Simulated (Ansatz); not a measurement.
An Ansatz (a quantum-chemistry and plane-wave program) input (PBE, PAW, 420 eV (Ansatz; without spin-orbit coupling)):

Ansatz 0.2 input:
```yaml
crystal:
  lattice:
    - [4.8388857567, 0, 0]
    - [-2.4194428783, 4.1905979913, 0]
    - [0, 0, 7.8757473488]
  atoms:
    - { symbol: Mg, position: [0.6666666667, 0.3333333333, 0.0008068891] }
    - { symbol: Mg, position: [0.3333333333, 0.6666666667, 0.5008068891] }
    - { symbol: Te, position: [0.6666666667, 0.3333333333, 0.6243931109] }
    - { symbol: Te, position: [0.3333333333, 0.6666666667, 0.1243931109] }
basis: { ecutwfc: 420, ecutrho_ratio: 4, xc_grid: 2, fft_grid_basis: typed }
kpoints: { mp_grid: { grid: [8, 8, 5] } }
hamiltonian:
  xc: pbe
  dispersion: none
  pseudopotentials: { kind: paw }
scf: { occupations: { method: fermi_dirac, width: 0.05 }, convergence: { dr2_threshold: 0.0000000004 } }
relax: { f_tol: 0.005, max_steps: 50 }
output: { forces: true, stress: true }
checkpoint: { write: state.ck, write_every: 1000 }
```

Q: Which symmetry and how many k-points will the program report, and about how many plane waves at Γ?

A: Space group P63mc (ITA 186) with 12 operations, k-points 30 of 320, and 3057 plane waves at Γ.

Q: And the final pressure?

A: -3.65 GPa (compression positive).

The cells carry an imposed strain or load. Stability against distortions was not tested. The cell was made from MgTe in the wurtzite structure (space group P6_3mc, No. 186) by this change: isotropic strain +5.00 %.
